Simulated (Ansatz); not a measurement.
**TiSi2, pressure series**

The reference is TiSi$_{2}$ (space group Cmcm, No. 63; a = 3.5149 Å, b = 13.3480 Å, c = 3.5571 Å).

Cell and atoms are relaxed at each pressure.

Computed with Kohn–Sham DFT with the PBEsol functional, run in Ansatz (a program for electronic structure) with PAW and 420 eV plane waves, without spin-orbit coupling.

Notes on the quantities. enthalpy: H = E + PV relative to the base's energy.

```csv
variant,density,shortest interatomic distance,enthalpy
base,4.14 g/cm³,239.4 pm,–
pressure 3 GPa,4.23 g/cm³,238.6 pm,+0.26 eV/atom
pressure 7 GPa,4.34 g/cm³,237.6 pm,+0.59 eV/atom
pressure 15 GPa,4.53 g/cm³,235.9 pm,+1.24 eV/atom
pressure 30 GPa,4.84 g/cm³,233.2 pm,+2.39 eV/atom
pressure 50 GPa,5.19 g/cm³,230.4 pm,+3.82 eV/atom
pressure 75 GPa,(withheld),(withheld),+5.50 eV/atom
pressure 100 GPa,5.88 g/cm³,225.4 pm,+7.07 eV/atom
```

Task: Fill in the withheld entries from the trend.

Result: 
- pressure 75 GPa, density: 5.56 g/cm³
- pressure 75 GPa, shortest interatomic distance: 227.6 pm

Load acts through the strain it causes; cell and atoms are relaxed under it. Stability against distortions was not tested. No other phases were tried under pressure. The final runs are not spin-polarised.
